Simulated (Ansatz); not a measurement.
**A computed series for Zr: response to strain**

The parent structure is Zr in the hcp (Mg type) structure (space group P6_3/mmc, No. 194; relaxed with 0.1 eV smearing).

```yaml
crystal:
  lattice:
    - [3.24432, 0.00000, 0.00000]
    - [-1.62216, 2.80966, 0.00000]
    - [0.00000, 0.00000, 5.15800]
  atoms:
    - { symbol: Zr, position: [0.66667, 0.33333, 0.75000] }
    - { symbol: Zr, position: [0.33333, 0.66667, 0.25000] }
```

Cartesian axes are those of the cell as printed.

Strains are applied to the cell and any free atomic positions relax; under biaxial strain the out-of-plane vector relaxes too.

Level of theory: r2SCAN (Ansatz, a first-principles code), scalar-relativistic without spin-orbit coupling.

Candidates:
(a) biaxial strain +1.50 %, plane normal [001], relaxed out of plane
(b) biaxial strain +2.50 %, plane normal [001], relaxed out of plane
(c) biaxial strain +2.00 %, plane normal [001], relaxed out of plane
(d) biaxial strain +0.50 %, plane normal [001], relaxed out of plane

Task: Order them by out-of-plane strain, lowest first.

Result: (b) biaxial strain +2.50 %, plane normal [001], relaxed out of plane (-1.77 %), (c) biaxial strain +2.00 %, plane normal [001], relaxed out of plane (-1.42 %), (a) biaxial strain +1.50 %, plane normal [001], relaxed out of plane (-1.08 %), (d) biaxial strain +0.50 %, plane normal [001], relaxed out of plane (-0.36 %)

Stability against distortions was not tested. The final runs are not spin-polarised.
